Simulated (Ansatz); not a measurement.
Ta2O5 (within 0.1 Å of C2/m, No. 12, 7 atoms in the cell; start mp-1218141), treated with r²SCAN+rVV10 (PAW; Ansatz, a quantum-chemistry and plane-wave program).

Run with plane-wave cutoff 560 eV, 10×10×4 k mesh (along the axes of the cell as run), Fermi–Dirac smearing 0.01 eV, scalar-relativistic PAW data made under PBE.

Cell (relaxed at this level):

```
Ta2O5
1.0
    3.81953     0.00484    -0.27383
   -0.00356     3.86922     0.01864
   -1.44497    -0.07139     6.60989
Ta O
2 5
Direct
  0.85174   0.02681   0.05339
  0.55972   0.97319   0.46946
  0.85533   0.50801   0.06059
  0.55603   0.49199   0.46227
  0.39088   0.00152   0.13172
  0.02054   0.99848   0.39113
  0.70576   0.00000   0.76143
```

Task: Give the computed band gap and smallest direct gap on the k points sampled.

Result: 
band gap: 2.81 eV
smallest direct gap on the k points sampled: 3.57 eV

Spin–orbit coupling is not included.

The result took very roughly 3 core-minutes.

A start named mp-… is a Materials Project structure, which need not be a measured phase.
